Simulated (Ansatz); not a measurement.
Levels about the gap of amorphous Si₂₄Al₆Y₆O₄₈N₁₂ (96 atoms in a cell of 1235 Å³, 3.10 g/cm³; zone centre alone, so wide bands show as single levels with stretches between that a denser mesh fills), at the geometry that PBE relaxed, where it gives 0.0 GPa on a denser mesh. Exact exchange is cut at the faces of this small cell, which leaves a finite-size error. The participation number counts the atoms over which a state spreads; weights are charges in smoothed Voronoi cells. The levels come from a single point, so bond lengths are those of that geometry. Method of the levels: HSE06, scalar-relativistic without spin-orbit coupling (Ansatz, an electronic-structure program). Sampling: the zone centre alone; Fermi-Dirac width 0.02 eV; no spin polarisation. At PBE the levels at the filled edge of the gap are localised (band-tail or defect states), and the nearest spread-out levels lie 3.7 eV apart at the zone centre.

The cell was made by melting and quenching with the CHGNet potential and then relaxed with DFT. O and N atoms were pushed apart under 1.9 Å during the dynamics, to hinder bonds among them. The hot cell started wider than the set density and was brought back towards it in steps. It is the lowest in DFT energy of 2 quenches. It is a model cell: composition and starting density were chosen by hand, and all elements were melted together. No dispersion term was used. Its density started from a set value of 3.20 and ended at 3.10 g/cm³. The quench (nominally 570 K/ps over its main leg) was far faster than any real one, so the model tends to hold more defects than a real film. A cell of this size samples the disorder only roughly. Volume and shape were free in the relaxation.

| E - E(highest filled), eV | filling | participation number | largest on | weight N | weight Y | weight O | weight Si |
|---|---|---|---|---|---|---|---|
| -1.05 | filled | 10.5 | N, 3 neighbours | 0.53 | 0.02 | 0.36 | 0.05 |
| -0.98 | filled | 9.5 | N, 3 neighbours | 0.45 | 0.01 | 0.47 | 0.06 |
| -0.91 | filled | 9.4 | N, 3 neighbours | 0.61 | 0.02 | 0.27 | 0.07 |
| -0.56 | filled | 6.4 | N, 3 neighbours | 0.68 | 0.00 | 0.24 | 0.06 |
| -0.39 | filled | 5.3 | N, 3 neighbours | 0.64 | 0.05 | 0.22 | 0.04 |
| -0.10 | filled | 4.1 | N, 3 neighbours | 0.72 | 0.03 | 0.16 | 0.04 |
| 0.00 | filled | 4.3 | N, 3 neighbours | 0.76 | 0.01 | 0.14 | 0.05 |
| 4.67 | empty | 71.2 | Y, 5 neighbours | 0.12 | 0.16 | 0.49 | 0.17 |
| 5.27 | empty | 4.6 | Y, 6 neighbours | 0.07 | 0.57 | 0.29 | 0.07 |
| 5.45 | empty | 11.3 | Y, 6 neighbours | 0.05 | 0.55 | 0.33 | 0.06 |
| 5.65 | empty | 16.2 | Y, 6 neighbours | 0.07 | 0.49 | 0.32 | 0.11 |
| 5.74 | empty | 13.8 | Y, 6 neighbours | 0.08 | 0.46 | 0.34 | 0.11 |
| 5.82 | empty | 11.3 | Y, 6 neighbours | 0.09 | 0.48 | 0.33 | 0.06 |
| 5.94 | empty | 11.0 | Y, 6 neighbours | 0.06 | 0.52 | 0.34 | 0.07 |

Most localised among these is the filled level at -0.10 eV, on a N atom, which has 3 neighbours (Si 1.68 Å, Al 1.82 Å, Y 2.22 Å).
